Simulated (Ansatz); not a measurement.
System: white tin (β-Sn). Method: PBEsol-D3(BJ) in Ansatz (PAW).

Run with plane-wave cutoff 520 eV, 20×20×20 k mesh, Fermi–Dirac smearing 0.05 eV, scalar-relativistic PAW data made under PBE.

The volume scan:

```json
[
 {"V (Å³/atom)": "24.731", "E − E_lowest (meV/atom)": "8.77", "P (GPa)": "2.835"},
 {"V (Å³/atom)": "25.246", "E − E_lowest (meV/atom)": "2.11", "P (GPa)": "1.336"},
 {"V (Å³/atom)": "25.762", "E − E_lowest (meV/atom)": "0.00", "P (GPa)": "0.000"},
 {"V (Å³/atom)": "26.277", "E − E_lowest (meV/atom)": "1.95", "P (GPa)": "-1.191"},
 {"V (Å³/atom)": "26.792", "E − E_lowest (meV/atom)": "7.52", "P (GPa)": "-2.251"}
]
```

Question: Fit the third-order Birch–Murnaghan equation and give B0 and B′.

Answer: V0 = 25.762 Å³/atom, B0 = 63.0 GPa, B′ = 4.8 (fit to the energies at full precision).

Shape and atoms are relaxed at each volume.

Measured, for comparison: bulk modulus 57.0 GPa (temperature not stated, no zero-point or thermal correction; as tabulated in Chen et al. (2023), arXiv:2209.05059). Computed (rounded) less measured: bulk modulus +11 %.

Note: the bulk modulus comes from volumes at which shape and atoms were relaxed.

Spin–orbit coupling is not included.

Ansatz is a quantum-chemistry and plane-wave program.
